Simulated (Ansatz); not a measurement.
# Hypothetical Pm-3n GaN: response to strain

Base system: GaN (space group Pm-3n, No. 223; a = 5.513 Å; a hypothetical phase, not in the database extracts checked). Axes: x, y, z lie along the cube axes.

Strains are applied to the cell and any free atomic positions relax; under biaxial strain the out-of-plane vector relaxes too; under stress the whole cell relaxes.

Level of theory: PBEsol (Ansatz, a quantum-chemistry and plane-wave program, PAW, no spin-orbit coupling).

Notes on the quantities. energy relative to the base: free energy F.

```json
[
 {"case": "base", "energy relative to the base": "0 meV/atom", "electron mass": "0.20 mₑ (at Γ)", "volume per atom": "13.96 Å³"},
 {"case": "biaxial strain −0.54 %, plane normal [001], relaxed out of plane", "energy relative to the base": "?", "electron mass": "?", "volume per atom": "13.85 Å³"},
 {"case": "isotropic strain −3.26 %", "energy relative to the base": "+70 meV/atom", "electron mass": "?", "volume per atom": "12.64 Å³"},
 {"case": "isotropic strain +1.11 %", "energy relative to the base": "+6.9 meV/atom", "electron mass": "0.19 mₑ (at Γ)", "volume per atom": "14.43 Å³"},
 {"case": "uniaxial stress, 3 GPa tension along x", "energy relative to the base": "?", "electron mass": "0.20 mₑ (at Γ)", "volume per atom": "14.06 Å³"}
]
```

**Question.** Some entries are withheld; estimate them.

**Answer.** 
- biaxial strain −0.54 %, plane normal [001], relaxed out of plane, energy relative to the base: +0.8 meV/atom
- biaxial strain −0.54 %, plane normal [001], relaxed out of plane, electron mass: 0.21 mₑ (at Γ)
- isotropic strain −3.26 %, electron mass: 0.25 mₑ (at Γ)
- uniaxial stress, 3 GPa tension along x, energy relative to the base: +1.5 meV/atom

The levels and masses belong to the bands next to the band gap. Masses are band curvatures over ±0.01 Å⁻¹ around the edge. Beyond what the load breaks, stability against distortions was not tested.
